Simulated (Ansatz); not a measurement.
Base system: GaN in the zinc blende structure (space group F-43m, No. 216; a = 4.498 Å). Axes: x, y, z lie along the cube axes.

The values are results of PBEsol (Ansatz, an electronic-structure program; PAW; 420 eV plane waves; scalar-relativistic without spin-orbit coupling), not measurements.

Modification: biaxial strain +1.67 %, plane normal [111], relaxed out of plane (Cartesian); in-plane vectors clamped, the third vector and the atoms free.

Problem. What happens to the energy relative to the base?

Solution. The energy goes up by 8.4 meV/atom.

Problem. What happens to the out-of-plane strain?

Solution. The out-of-plane strain amounts to -0.73 %.

Whether these cells are dynamically stable was not tested. This is not the structure that GaN has at room temperature and ambient pressure.
